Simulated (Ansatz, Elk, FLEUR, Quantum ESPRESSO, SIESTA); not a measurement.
# Code comparison for Ni3Fe (Pm-3m, 4 atoms in the cell)

Self-consistent single point.

```yaml
crystal:
  lattice:
    - [3.58763, 0.00000, 0.00000]
    - [0.00000, 3.58763, 0.00000]
    - [0.00000, 0.00000, 3.58763]
  atoms:
    - { symbol: Fe, position: [0.00000, 0.00000, 0.00000], spin: 3.0 }
    - { symbol: Ni, position: [0.00000, 0.50000, 0.50000], spin: 0.5 }
    - { symbol: Ni, position: [0.50000, 0.00000, 0.50000], spin: 0.5 }
    - { symbol: Ni, position: [0.50000, 0.50000, 0.00000], spin: 0.5 }
```
(The spins are starting values, not results.)

Shared settings, as Ansatz (an electronic-structure program) writes them: kpoints.mp_grid.grid = 7 7 7; scf.occupations.method = fermi_dirac; scf.occupations.width = 0.05 eV. Potentials and cutoffs stand in the table.

```tsv
code	model	pressure (GPa)	size of the net moment (μB/atom)	cutoff
Ansatz	PBEsol, default PAW files made with PBE	-15.09	1.25	default
SIESTA	GGA PBEsol, numerical atomic orbitals DZP, PseudoDojo PBEsol standard norm-conserving potentials (rewritten from UPF to PSML)	-16.56	1.26	grid 400 Ry
FLEUR	PBEsol, all-electron FLAPW (FLEUR), scalar-relativistic valence	–	1.24	Kmax 3.5 1/bohr
Elk	PBEsol, all-electron FP-LAPW, Elk's shipped species files, LAPW+lo basis	–	1.25	rgkmax 8
Quantum ESPRESSO	PBEsol, PSlibrary ultrasoft (PBE) pseudopotentials	-15.15	1.25	55 Ry
```

A dash marks a value that a program does not give, or that is left out as unsure.

On Ansatz's run: the magnetic order is the one reached from the typed start; others were not searched systematically.

The spread over the programs that give each value: pressure within 1.47 GPa; size of the net moment within 0.02 μB/atom.

SIESTA uses small atom-centred bases, whose incompleteness enters pressures, forces and empty levels differently from a plane-wave cutoff. FLEUR and Elk treat all electrons, but the usual bases taken here (sphere radii, linearisation, local orbitals, empty states) were not tested for convergence, so the values are no reference for the others. Ansatz's pressure is given at a fixed set of plane waves, as the other plane-wave codes print theirs; with its correction for the finite basis it is -15.03 GPa. In the pressure, SIESTA (by 1.44) lies more than 1 GPa from the median of the plane-wave programs.

The starting cell has typed, rounded lattice constants, without a prior relaxation at this level. Its lattice was rescaled by a random factor within 2.5 % of one.

Keys are those of Ansatz 0.2.
